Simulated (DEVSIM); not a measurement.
System: abrupt Si n-p junction, at 250 K.

```csv
layer (left to right),material,thickness (μm),Nd (cm⁻³),Na (cm⁻³),τn (s),τp (s)
1,Si,78.0,7.7e16,-,0.00067,0.00067
2,Si,250,-,4.9e16,0.00067,0.00067
```

Left contact: ohmic. Right contact: ohmic. Voltage is applied to the left contact. Recombination: SRH at mid-gap. Mobility is μmin + (μ − μmin)/(1 + (N/Nref)^α).

The device is made up for the run: typed textbook-type constants, with dimensions and the other settings drawn at random. Values at 300 K; Nc and Nv go as T^1.5, mobilities as T to minus their exponent, the gap by Varshni's rule with the affinity fixed.

| parameter | Si |
|---|---|
| gap (eV) | 1.124 |
| affinity (eV) | 4.05 |
| permittivity | 11.7 |
| Nc (cm⁻³) | 2.86e19 |
| Nv (cm⁻³) | 3.1e19 |
| μn (cm²/Vs) | 1417 |
| μp (cm²/Vs) | 470 |
| μn,min | 52 |
| μp,min | 45 |
| Nref,n | 9.7e16 |
| Nref,p | 2.2e17 |
| αn | 0.68 |
| αp | 0.72 |
| T exponent of μn | 2.3 |
| T exponent of μp | 2.2 |
| Varshni α (eV/K) | 0.000473 |
| Varshni β (K) | 636 |

Model (solved in DEVSIM): 1D drift-diffusion, Boltzmann statistics, complete ionisation; no tunnelling, impact ionisation, image-force lowering or self-heating.

The thickness of layer 1 was swept, all else fixed.

| thickness of layer 1 (μm) | dark forward voltage at 100 A/cm² (V) | dark forward voltage at 1 A/cm² (V) |
|---|---|---|
| 16 | 1.055 | 0.796 |
| 27 | 1.039 | 0.803 |
| 47 | 1.030 | 0.811 |
| 78 | 1.027 | 0.816 |
| 130 | 1.033 | 0.820 |
| 230 | 1.050 | 0.823 |
| 390 | 1.086 | 0.826 |

From the first row to the last the dark forward voltage at 100 A/cm² goes from 1.055 to 1.086. From the first row to the last the dark forward voltage at 1 A/cm² goes from 0.796 to 0.826.
